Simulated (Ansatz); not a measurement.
WS2: S → Cl

Start from WS2 in the 2H-MoS2 type structure (space group P6_3/mmc, No. 194; a = 3.1149 Å, c = 11.7733 Å; layered, stacked along the Cartesian z axis).

Now apply this change: full substitution S → Cl; the structure is relaxed again.

All numbers come from PBEsol-D3(BJ), PAW, 420 eV (Ansatz, a first-principles code; no spin-orbit coupling), earlier PAW set. Settings: 18×18×4 k-points, 0.05 eV Fermi–Dirac smearing, for the changed cell.

- Volume per atom: 16.74 Å³ (base 16.49 Å³)
- Density: 8.42 g/cm³ (base 8.32 g/cm³)
- Lattice parameter a: 2.979 Å (base 3.115 Å)
- c/a ratio: 4.385 (base 3.780)
- Space group: P6_3/mmc (No. 194) (base P6_3/mmc (No. 194))
- Shortest interatomic distance: 2.515 Å (base 2.389 Å)
- Band gap: zero (base 0.66 eV)

Final structure:

```
WCl2
1.0
    2.97928     0.00000     0.00000
   -1.48964     2.58013     0.00000
    0.00000     0.00000    13.06534
W Cl
2 4
Cartesian
  0.00000   1.72009   3.26634
  1.48964   0.86004   9.79901
  0.00000   1.72009   7.96417
  1.48964   0.86004   1.43150
  1.48964   0.86004   5.10117
  0.00000   1.72009  11.63384
```

Spin-orbit coupling, missing from the scalar runs, can matter with W. Whether these cells are dynamically stable was not tested. As relaxed here, WCl2 is a hypothetical phase, not in the database extracts checked. No Hubbard U is applied, and correlation can decide whether such a compound is a metal. The final runs are not spin-polarised. WCl2 has a high density of states at the Fermi level and may be magnetic at this level.
